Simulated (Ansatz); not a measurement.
## BaZrO3: band gap against strain

BaZrO3 (cubic perovskite, Pm-3m, 14.614 Å³/atom at rest) under an equal strain ε in the (111) plane with the normal axis free, as in a coherent film. PBEsol in Ansatz, a plane-wave DFT program (PAW, default set), 420 eV, 8×8×8 Γ-centred mesh, Fermi-Dirac smearing 0.05 eV; ions are relaxed within the symmetry of each cell. Gaps are the smallest over the k-mesh and a band path, without spin-orbit coupling; in all rows the valence edge lies at about 1.3 Å⁻¹ from Γ and the conduction edge at Γ.

Here s stands for strain and Eg for gap.

```
strain (%)  gap (eV)
----------  --------
-2.50              ?
-1.50           3.11
-1.00           3.14
-0.50           3.16
0.00            3.17
```

Taking a straight line for Eg over the 4 complete rows: Means: s -0.75000, Eg 3.145. About the means, the sum of products is 0.050000 and the sum of squares of s is 1.2500; the slope is their ratio. Least squares gives Eg = 3.175 + 0.0400·s. Residuals (row less fit): -0.005, 0.005, 0.005, -0.005; standard error 0.007 (degrees of freedom: 2). Over these rows the gap moves by 4.0 ± 0.6 eV per unit strain.

Problem. Estimate the missing Eg (s = -2.50); what did the run itself give?

Solution. Eg = 3.175 + 0.0400 × (-2.5) = 3.075 eV. The calculation gives 3.04 eV, 0.035 eV below the prediction (26.9 % of the range of Eg in the table). The row lies outside the fitted rows, so this is an extrapolation. From the scatter of the fitted rows alone, a prediction at this place has a standard error of 0.014 eV, so the miss is 2.5 times that.

One order more, fitted to all 6 runs of the series, follows each within 0.01, so the miss is the next term of a smooth law. The primitive cell can neither tilt nor turn polar against its symmetry, as such crystals can under strain. Rows are the converged runs of the series near zero and its far end; series whose fitted rows scatter by over a few per cent of the range, as at a crossing or softening among them, aren't shown in this form. Most that stay on the fit to the last digits aren't either.
